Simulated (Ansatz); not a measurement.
Base system: Y in the hcp (Mg type) structure (space group P6_3/mmc, No. 194; a = 3.5994 Å, c = 5.5871 Å).

Structures relaxed with PBEsol, PAW, 420 eV (Ansatz, a quantum-chemistry and plane-wave program; scalar-relativistic without spin-orbit coupling).

Base:

Simulated powder pattern, Mo Kα, λ = 0.71073 Å (kinematic, ideal powder, no thermal factors, no anomalous dispersion; the 10 strongest lines at most, above 2 %, up to 2θ = 40°):

```tsv
2θ (°)	I/Imax (%)	hkl
13.09	23	(100)
14.62	24	(002)
15.00	100	(101)
19.67	16	(102)
22.78	21	(110)
25.69	23	(103)
27.17	25	(112)
27.38	19	(201)
35.91	16	(211)
37.57	9.1	(114)
```

Modification: Mg takes the place of Y on all its sites; the structure is relaxed again.

Task: How do the reflections move or split?

Result: 
Simulated powder pattern, Mo Kα, λ = 0.71073 Å (kinematic, ideal powder, no thermal factors, no anomalous dispersion; the 10 strongest lines at most, above 2 %, up to 2θ = 40°):

| 2θ (°) | I/Imax (%) | hkl |
|---|---|---|
| 14.89 | 23 | (100) |
| 15.74 | 27 | (002) |
| 16.86 | 100 | (101) |
| 21.74 | 16 | (102) |
| 25.94 | 19 | (110) |
| 28.12 | 22 | (103) |
| 30.49 | 22 | (112) |
| 31.10 | 16 | (201) |
| 34.09 | 3.7 | (202) |
| 38.62 | 6.8 | (203) |

The indices refer to each structure's own conventional cell; one index is shown for lines that coincide.

Whether these cells are dynamically stable was not tested. The final runs are not spin-polarised.
